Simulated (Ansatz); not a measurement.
NaBH4 (within 0.1 Å of P4₂/nmc, No. 137; cell taken from a computed entry) was calculated with HSE06 in Ansatz (plane waves, PAW).

Run with plane-wave cutoff 500 eV, 6×6×4 k mesh (along the axes of the cell as run), gaussian smearing 0.02 eV, scalar-relativistic PAW data made under PBE.

Cell (relaxed with r²SCAN):

```
CELL_PARAMETERS angstrom
      4.29251     0.00000     0.00000
      0.00000     4.29251     0.00000
      0.00000     0.00000     5.79822
ATOMIC_POSITIONS crystal
  Na 0.50000 0.50000 0.50000
  Na 0.00000 0.00000 0.00000
  B  0.50000 0.50000 0.00000
  B  0.00000 0.00000 0.50000
  H  0.99811 0.23262 0.37942
  H  0.23262 0.00189 0.62058
  H  0.00189 0.76738 0.37942
  H  0.76738 0.99811 0.62058
  H  0.49811 0.26738 0.12058
  H  0.73262 0.49811 0.87942
  H  0.50189 0.73262 0.12058
  H  0.26738 0.50189 0.87942
```

Task: What does this level give for the band gap?

Result: 
band gap: 7.61 eV (on the SCF k mesh)

Note: cell and atoms aren't relaxed at this level (pressure 0.6 GPa).

The computed numbers hold no vibrational or temperature effects.

Ansatz is a first-principles code.
